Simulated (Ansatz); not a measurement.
Consider Ta2N in the anti-CdI2 type structure (space group P-3m1, No. 164; a = 3.0667 Å, c = 4.8845 Å). Axes: x lies along a and z along c of the hexagonal cell.

Computed with DFT with r2SCAN+rVV10, PAW potentials and a 500 eV plane-wave cutoff in Ansatz (a quantum-chemistry and plane-wave program), no spin-orbit coupling.

Strains are applied to the cell and any free atomic positions relax.

One change was made to it. Results:

```tsv
quantity	base	after
energy relative to the base (free energy F)	0 meV/atom	+38 meV/atom
pressure (mean of the normal stresses, compression positive)	0.0 GPa	18.1 GPa
```

Q: Which change produced these results?
A) uniaxial strain ε_yy = −3.52 %
B) isotropic strain −1.79 %
C) strain tensor (xx, yy, zz, yz, xz, xy) = (−0.21, −0.39, +0.09, −1.35, −1.06, −1.45) %

A: B, isotropic strain −1.79 %. For comparison, the energy relative to the base in the other runs: strain tensor (xx, yy, zz, yz, xz, xy) = (−0.21, −0.39, +0.09, −1.35, −1.06, −1.45) % gives +9.4 meV/atom; uniaxial strain ε_yy = −3.52 % gives +26 meV/atom.

Without a gap, meshes like the base's 17×17×10 leave anisotropic stresses uncertain by several tenths of a GPa, and small strain energies with them. No phonon test of stability was made. The final runs are not spin-polarised. An odd electron count without spin: Ta2N.
